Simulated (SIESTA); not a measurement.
Band structure of La₃GaBr₃ (Pm-3m, 7 atoms in the cell).

```
CELL_PARAMETERS angstrom
      6.13658     0.00000     0.00000
      0.00000     6.13658     0.00000
      0.00000     0.00000     6.13658
ATOMIC_POSITIONS crystal
  La 0.00000 0.50000 0.50000
  La 0.50000 0.00000 0.50000
  La 0.50000 0.50000 0.00000
  Ga 0.50000 0.50000 0.50000
  Br 0.00000 0.00000 0.50000
  Br 0.50000 0.00000 0.00000
  Br 0.00000 0.50000 0.00000
```

Level of theory: GGA PBEsol, numerical atomic orbitals DZP, PseudoDojo PBEsol standard norm-conserving potentials (rewritten from UPF to PSML) run with SIESTA.

Settings: XC.functional = GGA; XC.authors = PBEsol; potentials = PseudoDojo PBEsol standard; PAO.BasisSize = DZP; PAO.EnergyShift = 0.01 Ry; MeshCutoff = 400 Ry; kgrid.MonkhorstPack = 3 3 3; OccupationFunction = MP; OccupationMPOrder = 0; ElectronicTemperature = 136 meV; MaxSCFIterations = 150; SCF.Mixer.Method = Pulay; SCF.Mixer.Weight = 0.1; SCF.Mixer.History = 6.

The starting cell comes from a database of computed structures (which also holds hypothetical and non-ambient phases and stackings), without a prior relaxation at this level. Values carry the incompleteness of an atom-centred basis.

Levels in eV from the Fermi level, bands 30 to 35:
| point | 30 | 31 | 32 | 33 | 34 | 35 |
|---|---|---|---|---|---|---|
| Γ | -4.71 | -1.32 | -1.32 | -1.32 | 0.64 | 0.64 |
| X | -4.90 | -1.46 | -1.02 | -0.68 | -0.68 | 0.14 |
| M | -4.49 | -1.83 | -1.83 | -1.37 | 0.87 | 1.16 |
| R | -4.62 | -2.07 | -2.07 | -2.07 | 1.65 | 2.08 |

Bands cross the Fermi level along this path, so the cell is metallic at this level.

Higher empty bands are left out: an atom-centred basis made for the valence describes them poorly.
